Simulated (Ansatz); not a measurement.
Take WC (space group P-6m2, No. 187; a = 2.9225 Å, c = 2.8462 Å; relaxed with 0.1 eV smearing) as the base. Axes: x lies along a and z along c of the hexagonal cell.

Computed with Kohn–Sham DFT with the PBE functional, run in Ansatz (a quantum-chemistry and plane-wave program) with PAW and 420 eV plane waves, no SOC.

Before the change:

The shortest interatomic distance comes out as 2.207 Å.

Perturbation: compressive biaxial strain of 1.94 % in the plane normal to [001], as in epitaxy on a mismatched substrate; the out-of-plane cell vector and the atoms relax.

Problem. Predict the new out-of-plane strain, in-plane stress and shortest interatomic distance.

Solution. The out-of-plane strain is +0.74 %; the mean in-plane stress (compression positive) comes out as +18.3 GPa; the shortest interatomic distance shrinks by 0.018 Å to 2.189 Å.

Stability against distortions was not tested. All final runs are without spin polarisation.
